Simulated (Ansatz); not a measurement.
# Response to strain in NbP

The reference is NbP (space group I4_1md, No. 109; a = 3.320 Å, c = 11.288 Å). Axes: x, y, z lie along a, b, c of the conventional cell.

Strains are applied to the cell and any free atomic positions relax; under biaxial strain the out-of-plane vector relaxes too; under stress the whole cell relaxes.

Method: Ansatz (an electronic-structure program), PBEsol, PAW, cutoff 420 eV, spin-orbit coupling left out.

Notes on the quantities. energy relative to the base: free energy F; pressure: mean of the normal stresses, compression positive.

```json
[
 {"variant": "base", "energy relative to the base": "0 meV/atom", "shortest interatomic distance": "2.518 Å", "pressure": "0.0 GPa", "space group": "I4_1md (No. 109)"},
 {"variant": "biaxial strain −2.50 %, plane normal [001], relaxed out of plane", "energy relative to the base": "+24 meV/atom", "shortest interatomic distance": "2.491 Å", "pressure": "6.7 GPa", "space group": "I4_1md (No. 109)"},
 {"variant": "biaxial strain +2.20 %, plane normal [001], relaxed out of plane", "energy relative to the base": "…", "shortest interatomic distance": "…", "pressure": "…", "space group": "I4_1md (No. 109)"},
 {"variant": "isotropic strain +5.30 %", "energy relative to the base": "+0.212 eV/atom", "shortest interatomic distance": "2.646 Å", "pressure": "-22.7 GPa", "space group": "I4_1md (No. 109)"},
 {"variant": "tensor shear ε_yz = −2.96 %", "energy relative to the base": "+20 meV/atom", "shortest interatomic distance": "2.474 Å", "pressure": "0.3 GPa", "space group": "Cm (No. 8)"},
 {"variant": "uniaxial stress, 8 GPa tension along x", "energy relative to the base": "+13 meV/atom", "shortest interatomic distance": "2.513 Å", "pressure": "–", "space group": "Imm2 (No. 44)"}
]
```

Problem. What belongs in the blanks?

Solution. 
- biaxial strain +2.20 %, plane normal [001], relaxed out of plane, energy relative to the base: +18 meV/atom
- biaxial strain +2.20 %, plane normal [001], relaxed out of plane, shortest interatomic distance: 2.531 Å
- biaxial strain +2.20 %, plane normal [001], relaxed out of plane, pressure: -5.5 GPa

Beyond what the load breaks, stability against distortions was not tested. All final runs are without spin polarisation.
